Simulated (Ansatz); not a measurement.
Consider InPd in the CsCl type structure (space group Pm-3m, No. 221; a = 3.248 Å; relaxed with 0.1 eV smearing). Axes: x, y, z lie along the cube axes.

Level of theory: DFT with PBEsol, PAW potentials and a 420 eV plane-wave cutoff in Ansatz (a first-principles code), no SOC.

Modification: the cell is stretched by 2.00 % along z with no lateral relaxation, atoms relaxed at fixed cell.

### Question
Predict the stress tensor and what it implies for the stiffness.

### Answer
Stress of the strained cell less that of the base (GPa, compression positive):
```
   -2.4     0.0     0.0
    0.0    -2.4     0.0
    0.0     0.0    -2.9
```

Then −Δσ_ii/ε with ε = 0.0200 gives secant stiffness values (nonlinear terms included at this strain): C33 ≈ 143 GPa, C13 ≈ 119 GPa and C23 ≈ 119 GPa.

Stability against distortions was not tested. The final runs are not spin-polarised.
